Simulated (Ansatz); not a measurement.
Band structure of B4O12Sc3La (R32, 20 atoms in the cell).

```xyz
20
Lattice="4.9959 2.8844 2.7092 -4.9959 2.8844 2.7092 0.0000 -5.7688 2.7092" Properties=species:S:1:pos:R:3 pbc="T T T"
B      2.2547    -3.9053     4.0638
B      2.2547     3.9053     4.0638
B     -4.5095     0.0000     4.0638
O     -2.0582     3.5650     4.0638
O     -2.0582    -3.5650     4.0638
O      4.1165     0.0000     4.0638
Sc    -0.4869     2.8844     2.7092
Sc    -2.2545    -1.8639     2.7092
Sc     2.7414    -1.0205     2.7092
O      0.6989     1.2106     4.0638
O     -1.3979     0.0000     4.0638
O      0.6989    -1.2106     4.0638
O      2.9722    -2.7146     3.9158
O      0.8648     3.9313     3.9158
O     -3.8370    -1.2167     3.9158
O     -3.8370     1.2167     4.2118
O      2.9722     2.7146     4.2118
O      0.8648    -3.9313     4.2118
La     0.0000     0.0000     0.0000
B      0.0000     0.0000     4.0638
```

Method of the run: LDA (PW92), default PAW files made with PBE (plane waves; Ansatz, an electronic-structure program).

Settings: basis.ecutwfc = 420 eV; kpoints.mp_grid.grid = 3 3 3; hamiltonian.xc = lda; hamiltonian.pseudopotentials = {kind: paw} (the program's default PAW files); scf.occupations.method = gaussian; scf.occupations.width = 0.05 eV; kpoints.band_path.npoints = 10.

The starting cell comes from a database of published, mostly measured structures (it also holds non-ambient and calculated ones), without a prior relaxation at this level. Its lattice was rescaled by a random factor within 2.5 % of one.

**Question.** Predict the gap along the standard path and the places of the band edges.

**Answer.** The gap along the path is 2.36 eV, from a point between P1 and Q1 to Γ; the smallest direct gap on it is 2.44 eV.

Levels in eV from the top of the valence band on the path, bands 61 to 68:
```csv
point,61,62,63,64,65,66,67,68
Γ,-0.89,-0.23,-0.08,-0.08,2.36,3.01,3.01,3.12
P,-1.20,-0.37,-0.34,-0.13,2.62,2.74,2.95,3.19
Z,-1.26,-0.40,-0.40,-0.37,2.73,2.73,2.82,3.22
Q,-1.10,-0.40,-0.27,0.00,2.67,2.69,3.03,3.20
F,-0.80,-0.38,-0.21,-0.05,2.49,2.87,2.97,3.15
P1,-1.20,-0.37,-0.34,-0.13,2.62,2.74,2.95,3.19
Q1,-1.10,-0.40,-0.27,0.00,2.67,2.69,3.03,3.20
L,-0.71,-0.43,-0.36,-0.30,2.50,2.95,3.00,3.09
```

Keys are those of Ansatz 0.2.
